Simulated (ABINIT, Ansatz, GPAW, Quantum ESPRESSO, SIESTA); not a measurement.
**GaSn3 (Fm-3m, 4 atoms in the cell) computed with different codes at matched settings**

Self-consistent single point.

```
GaSn3
1.0
    0.00000     3.70595     3.70595
    3.70595     0.00000     3.70595
    3.70595     3.70595     0.00000
Ga Sn
1 3
Direct
  0.00000   0.00000   0.00000
  0.25000   0.25000   0.25000
  0.75000   0.75000   0.75000
  0.50000   0.50000   0.50000
```

All programs got the same cell, k-point mesh and kind of occupations (in Ansatz's words: kpoints.mp_grid.grid = 9 9 9; scf.occupations.method = fermi_dirac; scf.occupations.width = 0.136 eV); potentials, basis and cutoffs are each program's usual ones.

```tsv
code	model	pressure (GPa)	k-points	cutoff
ABINIT	LDA (PW92), PAW (JTH v2.0 LDA PAW)	-3.04	35	40 Ry
Ansatz	LDA (PW92), PAW files made with PBE	-2.98	35	420 eV
Quantum ESPRESSO	LDA (PZ), GBRV 1.5 ultrasoft (LDA) pseudopotentials	-4.92	35	50 Ry
SIESTA	LDA PW92, numerical atomic orbitals DZP, PseudoDojo LDA standard norm-conserving potentials (rewritten from UPF to PSML)	-3.33	365	grid 350 Ry
GPAW	LDA (Perdew-Wang 92), GPAW PAW datasets LDA (gpaw-data 1.0.1)	-3.20	35	600 eV
```

The spread over the programs that give each value: pressure within 1.94 GPa.

The starting cell comes from a database of computed structures (which also holds hypothetical and non-ambient phases and stackings), without a prior relaxation at this level.

Question: Why do the programs differ, and what cannot be compared?

Answer: Differences of this kind can come from the potentials, where these differ, and from what each basis and cutoff leave unconverged. The valence holds different numbers of electrons (ABINIT 55, Ansatz (a first-principles code) 55, Quantum ESPRESSO 61, SIESTA 55, GPAW 45). The zero of total energies and Fermi levels follows the potentials and each program's conventions, so they are not compared here. SIESTA uses small atom-centred bases, whose incompleteness enters pressures, forces and empty levels differently from a plane-wave cutoff. Ansatz's pressure is given at a fixed set of plane waves, as the other plane-wave codes print theirs. The same LDA comes in different parametrisations, which differ slightly. The programs reduce the same mesh by symmetry to different extents, which changes the work and not the result. In the pressure, Quantum ESPRESSO (by 1.80) lies more than 1 GPa from the median of the plane-wave programs.

Left out of this page: Elk and FLEUR (not drawn, or without a comparable value).

Keys are those of Ansatz 0.2.
